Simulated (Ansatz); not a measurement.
A (7,0) GaN nanotube has 28 atoms in a period of 5.516 Å, a mean diameter of 7.31 Å, and lies 80 meV/atom over the flat sheet relaxed at the same level.

Method: PBE (plane waves to 420 eV, PAW; Ansatz, a quantum-chemistry and plane-wave program). Mesh 1×1×6. No spin polarisation. Isolated but for its images some 11 Å away. A hypothetical model, rolled from the flat sheet. Symmetry and one short period hold its shape; lower forms weren't sought.

Which bending rigidity of the sheet does this imply in the thin-plate picture?

A plate bent to radius R stores D/(2R²) an area. The area an atom is π × 7.31 × 5.516/28 = 4.52 Å², so the stored energy is 0.080/4.52 = 0.0177 eV/Å². With R = 3.655 Å, D = 2R² × 0.0177 = 0.47 eV.
